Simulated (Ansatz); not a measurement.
The decay constant κ of evanescent states in the gap governs leakage through a thin film.

```
CaF2
1.0
    3.90044     0.00000     0.00000
   -1.95022     3.37788     0.00000
    1.95022     1.12596     3.18469
Ca F
1 2
Direct
  0.00000   0.00000   0.00000
  0.50000   0.25000   0.25000
  0.50000   0.75000   0.75000
```

The cell is taken as given; by r2SCAN it stands under a pressure of -3.4 GPa.

Transport runs along the normal of the first two printed cell vectors, the (111) plane of the conventional cell.

The gap is the functional's own. No spin-orbit coupling. Mid-gap values are those at the computed energy nearest the middle.

**Question.** Estimate the band gap and the smallest decay constant κ at mid-gap that r2SCAN (Ansatz, a program for electronic structure) returns for this system.

**Answer.** Gap 7.78 eV on a 12×12×12 mesh; κ = 0.566 1/Å, at the zone centre.
